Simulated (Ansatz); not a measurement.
The reference is Li in the diamond structure (space group Fd-3m, No. 227; a = 5.895 Å; a hypothetical phase, not in the database extracts checked; relaxed with 0.1 eV smearing). Axes: x, y, z lie along the cube axes.

Level of theory: Kohn–Sham DFT with the PBEsol functional, run in Ansatz (a first-principles code) with PAW and 420 eV plane waves, spin-orbit coupling left out.

One thing is altered: biaxial strain +0.98 %, plane normal [110], relaxed out of plane (Cartesian); in-plane vectors clamped, the third vector and the atoms free.

### Question
What does the calculation give for the ratio −ε⊥/ε∥ after the change?

### Answer
The ratio −ε⊥/ε∥ comes out as 30.70.

A biaxial case was relaxed in a doubled cell and then solved in the primitive one. Whether these cells are dynamically stable was not tested. Under biaxial strain +0.98 %, plane normal [110], relaxed out of plane the cell ends below the base's energy or with stress of the wrong sign: the atoms slid into a distortion or the cell is elastically unstable, so the base is not a stable minimum at this level.
